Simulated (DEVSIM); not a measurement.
Structure: Ti/Al2O3/p-InP capacitor, at 300 K.

Layer 1 from the left is Al2O3, thickness (nm) 5.20. Layer 2 from the left is InP, thickness (nm) 5500, Na (cm⁻³) 1.3e16.

Metal gate on the left, work function 4.33 eV. Fixed charge at the semiconductor interface -6e10 cm⁻² (in units of +e); no interface traps.

The device is made up for the run: typed textbook-type constants, with dimensions and the other settings drawn at random. Values at 300 K.

Al2O3: gap (eV) 6.8, affinity (eV) 1.35, permittivity 9. InP: gap (eV) 1.344, affinity (eV) 4.38, permittivity 12.5, Nc (cm⁻³) 5.7e17, Nv (cm⁻³) 1.1e19.

Q: Estimate by hand the flat-band voltage, the threshold voltage, and compare with a numerical solution.

A: 
- Flat-band voltage: C = 1.53 μF/cm², work-function difference -1.220 V; VFB = φms − qNf/C = -1.21 V; numerical -1.21 V.
- Threshold voltage: φF = 0.536 V, depletion charge √(4εqNφF) = 7.03e-8 C/cm²; VT = VFB + 2φF + Qd/C = -0.10 V; numerical -0.10 V.

Model (solved in DEVSIM): 1D Poisson equation in equilibrium, Boltzmann statistics, complete ionisation; no quantum confinement or tunnelling. Metal contacts follow the ideal Schottky-Mott rule: no Fermi-level pinning, no interface dipoles.
